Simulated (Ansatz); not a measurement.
Results of HSE06 in Ansatz (PAW) for GaAlN₂ (P3m1, No. 156, 4 atoms in the cell; start mp-1228894).

Settings: plane-wave cutoff 500 eV, 12×12×4 k mesh (along the axes of the cell as run), gaussian smearing 0.02 eV, scalar-relativistic PAW data made under PBE.

Cell (relaxed at this level):

```
CELL_PARAMETERS angstrom
      3.14350     0.00000     0.00000
     -1.57175     2.72235     0.00000
      0.00000     0.00000     5.08483
ATOMIC_POSITIONS crystal
  Al 0.00000 0.00000 0.99921
  Ga 0.66667 0.33333 0.49781
  N  0.66667 0.33333 0.11223
  N  0.00000 0.00000 0.62715
```

### Question
What does this level give for the band gap?

### Answer

- band gap = 4.24 eV (on the SCF k mesh)

Note: the relaxation could not lower the start's symmetry, so the cell can be a saddle point above a distorted one.

Spin–orbit coupling is not included.

The computed numbers hold no vibrational or temperature effects.

Cost on a shared machine: roughly 13 core-minutes.

A start named mp-… is a Materials Project structure, which need not be a measured phase.

Ansatz is a quantum-chemistry and plane-wave program.
